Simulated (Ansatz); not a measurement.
Take ZnO in the wurtzite structure (space group P6_3mc, No. 186; a = 3.2298 Å, c = 5.2148 Å) as the base.

It is then changed as follows: every O is replaced by S, then cell and atoms are relaxed.

Calculations: plane-wave PAW DFT at the PBEsol level (Ansatz, a program for electronic structure, 420 eV), spin-orbit coupling left out.

Base, band edges from the VBM (valence, conduction): K -1.77, 7.49; H -1.29, 7.88; M -0.86, 5.74; L -1.41, 5.60; A -0.40, 3.39; Γ 0.00, 0.70 eV.

Give the band edges at the high-symmetry points of the new zone, measured from its valence-band maximum.


```tsv
point	valence edge (eV)	conduction edge (eV)
Γ	0.00	2.15
M	-0.93	3.51
K	-2.19	4.02
A	-0.49	3.50
L	-1.69	3.40
H	-1.42	4.40
```

The gap is 2.15 eV, direct at Γ.

Whether these cells are dynamically stable was not tested.
